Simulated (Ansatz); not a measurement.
Base system: YN in the rock salt structure (space group Fm-3m, No. 225; a = 4.8957 Å). Axes: x, y, z lie along the cube axes.

Level of theory: plane-wave PAW DFT at the r2SCAN level (Ansatz, a quantum-chemistry and plane-wave program, 500 eV), no spin-orbit coupling.

For the base:

- Electron mass = 1.3 mₑ along k, 0.15 mₑ across (at X)
- Valley order = X along ⟨100⟩ 0.58 eV

Modification: the cell is stretched by 3.00 % along z with no lateral relaxation, atoms relaxed at fixed cell.

Q: How does this affect the electron mass?

A: The electron mass becomes 1.3 mₑ along x, 0.15 mₑ along y, 0.16 mₑ along z (at X) (base: 1.3 mₑ along k, 0.15 mₑ across (at X)).

Q: What does the calculation give for the valley order after the change?

A: The valley order (the lowest conduction-band minima on the path, energy above the VBM, named in the base's zone) changes from X along ⟨100⟩ 0.58 eV to X along [100] 0.57 eV; X along [001] 0.65 eV.

The levels and masses belong to the bands next to the band gap. The cells carry an imposed strain or load. Effective masses come from finite differences of ±0.01 Å⁻¹. Along k means along the line from Γ to the band edge. Whether these cells are dynamically stable was not tested.
